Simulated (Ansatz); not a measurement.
Inside the gap of an insulator the Bloch states are evanescent, with a wavenumber k + iκ along the transport direction.

Given:

```
BN
1.0
    2.55394     0.00000     0.00000
    0.00000     4.22685     0.00000
    1.27697     0.00000     2.21178
B N
2 2
Direct
  0.66667   0.00028   0.66667
  0.33333   0.50028   0.33333
  0.66667   0.37472   0.66667
  0.33333   0.87472   0.33333
```

The cell is taken as given; by r2SCAN it stands under a pressure of -4.7 GPa.

Transport runs along the normal of the first two printed cell vectors, the (100) plane of the conventional cell.

The gap is the functional's own. No spin-orbit coupling. Mid-gap values are those at the computed energy nearest the middle.

Question: Give the band gap and the smallest decay constant κ at mid-gap that r2SCAN (Ansatz, a program for electronic structure) yields.

Answer: Gap 5.86 eV on a 14×8×14 mesh; κ = 0.440 1/Å, at the zone centre.
